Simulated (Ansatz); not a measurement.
# SnS$_{2}$ in the rutile structure (space group P4_2/mnm, No. 136; a hypothetical phase, not in the database extracts checked)

```cif
data_S4Sn2
_chemical_formula_sum 'Sn2 S4'
_space_group_name_H-M_alt 'P42/mnm'
_space_group_IT_number 136
_space_group_name_Hall '-P 4n 2n'
_cell_length_a 6.07061
_cell_length_b 6.07061
_cell_length_c 3.78746
_cell_angle_alpha 90.000
_cell_angle_beta 90.000
_cell_angle_gamma 90.000
loop_
_atom_site_label
_atom_site_type_symbol
_atom_site_symmetry_multiplicity
_atom_site_Wyckoff_symbol
_atom_site_fract_x
_atom_site_fract_y
_atom_site_fract_z
_atom_site_occupancy
Sn1 Sn 2 a 0.00000 0.00000 0.00000 1
S1 S 4 f 0.30672 0.30672 0.00000 1
```

All numbers come from DFT with PBEsol, PAW potentials and a 420 eV plane-wave cutoff in Ansatz (a first-principles code), no spin-orbit coupling, earlier PAW set. Γ-centred 6×6×9 mesh, Fermi–Dirac width 0.05 eV.

```json
{
  "volume_per_atom": "23.26 Å³",
  "density": "4.35 g/cm³",
  "band_gap": "zero",
  "total_energy": "-2573.453 eV/atom (σ→0; compares only within this code and set-up)"
}
```

No phonon test of stability was made. The final runs are not spin-polarised. A zero or small gap of SnS2 can be the functional's error rather than a property of the material.
